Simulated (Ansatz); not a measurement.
# GaAs in the rock salt structure (space group Fm-3m, No. 225; a hypothetical phase, not in the database extracts checked)

```xyz
2
Lattice="0.0000 2.6647 2.6647 2.6647 0.0000 2.6647 2.6647 2.6647 0.0000" Properties=species:S:1:pos:R:3 pbc="T T T"
As     0.0000     0.0000     0.0000
Ga     2.6647     2.6647     2.6647
```

Computed with Ansatz (a first-principles code), r2SCAN, PAW, cutoff 500 eV, no SOC. k-mesh 15×15×15 (Γ-centred); smearing 0.05 eV (Fermi–Dirac).

Volume per atom: 18.92 Å³
Density: 6.35 g/cm³
Band gap: zero
Total energy: -4327.459 eV/atom (σ→0; compares only within this code and set-up)

Whether these cells are dynamically stable was not tested. The final runs are not spin-polarised.
